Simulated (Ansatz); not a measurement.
CsCl-type LaMg was calculated with PBEsol in Ansatz (plane waves, PAW).

Settings: plane-wave cutoff 520 eV, 14×14×14 k mesh, Fermi–Dirac smearing 0.05 eV, scalar-relativistic PAW data made under PBE.

Cell (relaxed at this level):

```
LaMg
1.0
    3.91071     0.00000     0.00000
    0.00000     3.91071     0.00000
    0.00000     0.00000     3.91071
La Mg
1 1
Cartesian
  1.95536   1.95536   1.95536
  0.00000   0.00000   0.00000
```

Task: What does this level give for the bulk modulus?

Result: 
* **bulk modulus**: 36.5 GPa

The run finds no gap.

Note: the bulk modulus is −V dP/dV from two relaxed cells at ±2 % in volume.

Spin–orbit coupling is not included.

Cost on a shared machine: very roughly 70 core-seconds.

Ansatz is a first-principles code.
